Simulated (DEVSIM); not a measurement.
Structure: Ni/SiO2/n-Si capacitor, at 300 K.

```tsv
layer (left to right)	material	thickness (nm)	Nd (cm⁻³)
1	SiO2	35.0	-
2	Si	1100	5.6e17
```

Metal gate on the left, work function 5.1 eV. Fixed charge at the semiconductor interface -1.8e11 cm⁻² (in units of +e); no interface traps.

This is a model device: material constants are rounded textbook-type values typed into the input, and sizes, dopings and lifetimes were drawn at random. Values at 300 K.

| parameter | SiO2 | Si |
|---|---|---|
| gap (eV) | 9 | 1.124 |
| affinity (eV) | 0.9 | 4.05 |
| permittivity | 3.9 | 11.7 |
| Nc (cm⁻³) | - | 2.86e19 |
| Nv (cm⁻³) | - | 3.1e19 |

Simulated with DEVSIM: 1D Poisson equation in equilibrium, Boltzmann statistics, complete ionisation; no quantum confinement or tunnelling. Metal contacts follow the ideal Schottky-Mott rule: no Fermi-level pinning, no interface dipoles.

Tabulate band edges, carrier densities and field at -0.75 V on the gate.

Energies count from the Fermi level of the right contact; mesh points crowd at the junctions.

```csv
x (μm),Ec (eV),Ev (eV),n (cm⁻³),p (cm⁻³),field (V/cm)
0.000,4.950,-4.050,< 1e2,< 1e2,-430000
0.001331,4.893,-4.107,< 1e2,< 1e2,-430000
0.004257,4.767,-4.233,< 1e2,< 1e2,-430000
0.01014,4.514,-4.486,< 1e2,< 1e2,-430000
0.02458,3.894,-5.106,< 1e2,< 1e2,-430000
0.03078,3.627,-5.373,< 1e2,< 1e2,-430000
0.03361,3.506,-5.494,< 1e2,< 1e2,-430000
0.03531,0.291,-0.833,3.7e14,310000,-170000
0.03716,0.261,-0.863,1.2e15,100000,-150000
0.04106,0.208,-0.916,9.0e15,13000,-120000
0.05011,0.134,-0.990,1.6e17,730,-49000
0.08027,0.102,-1.022,5.6e17,210,-300
0.1349,0.102,-1.022,5.6e17,210,≈ 0
0.2539,0.102,-1.022,5.6e17,210,≈ 0
0.6548,0.102,-1.022,5.6e17,210,≈ 0
0.9151,0.102,-1.022,5.6e17,210,≈ 0
1.035,0.102,-1.022,5.6e17,210,≈ 0
1.091,0.102,-1.022,5.6e17,210,≈ 0
1.120,0.102,-1.022,5.6e17,210,≈ 0
1.129,0.102,-1.022,5.6e17,210,≈ 0
1.133,0.102,-1.022,5.6e17,210,≈ 0
1.135,0.102,-1.022,5.6e17,210,≈ 0
```
